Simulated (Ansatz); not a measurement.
The reference is GaP in the zinc blende structure (space group F-43m, No. 216; a = 5.439 Å).

It is then changed as follows: every Ga is replaced by B; the structure is relaxed again.

Levels (all Ansatz, an electronic-structure program, PAW, earlier PAW set): PBEsol (420 eV, scalar-relativistic without spin-orbit coupling); r2SCAN (500 eV, without spin-orbit coupling); HSE06 (420 eV, spin-orbit coupling left out); PBEsol+SOC (420 eV, spin-orbit coupling included); HSE06+SOC (420 eV, noncollinear with spin-orbit coupling).

One geometry, relaxed with PBEsol, under each level:

Notes on the quantities. hole mass: degenerate bands, along [100].

The valence-band top lists the three highest levels at Γ (Kramers pairs under SOC), from the VBM.

| level | band gap | lowest conduction level above the VBM at special points | valence-band top at Γ | electron mass | hole mass | pressure |
|---|---|---|---|---|---|---|
| PBEsol | 1.11 eV | X 1.21 eV; U 2.02 eV; K 2.02 eV; Γ 3.38 eV | 0.00, 0.00, 0.00 eV | 1.3 mₑ along k, 0.22 mₑ across (off the special points) | 0.25, 0.25, 0.34 mₑ (at Γ) | -0.01 GPa |
| r2SCAN | ___ | ___ | – | 1.3 mₑ along k, 0.22 mₑ across (off the special points) | ___ | ___ |
| HSE06 | 1.94 eV | X 2.04 eV; U 2.92 eV; K 2.92 eV; Γ 4.36 eV | – | – | – | – |
| PBEsol+SOC | 1.10 eV | X 1.19 eV; U 2.01 eV; K 2.01 eV; Γ 3.34 eV | 0.00, 0.00, -0.04 eV | 1.3 mₑ along k, 0.22 mₑ across (off the special points) | 0.25, 0.31 mₑ (at Γ) | -0.01 GPa |
| HSE06+SOC | 1.93 eV | X 2.02 eV; U 2.90 eV; K 2.90 eV; Γ 4.31 eV | 0.00, 0.00, -0.05 eV | – | – | – |

Give the withheld r2SCAN results.


- r2SCAN, band gap: 1.39 eV
- r2SCAN, lowest conduction level above the VBM at special points: X 1.48 eV; U 2.36 eV; K 2.36 eV; Γ 3.61 eV
- r2SCAN, hole mass: 0.24, 0.24, 0.32 mₑ (at Γ)
- r2SCAN, pressure: 1.85 GPa

Single points use the geometry relaxed with PBEsol. Their cutoffs differ, which shifts pressures a little. HSE06 was sampled on its mesh, a few special points and the semilocal edge points, so its gap is an upper bound. Differences between runs with and without spin-orbit coupling are approximate. Masses are band curvatures over ±0.01 Å⁻¹ around the edge. Along k means along the line from Γ to the band edge. Stability against distortions was not tested.
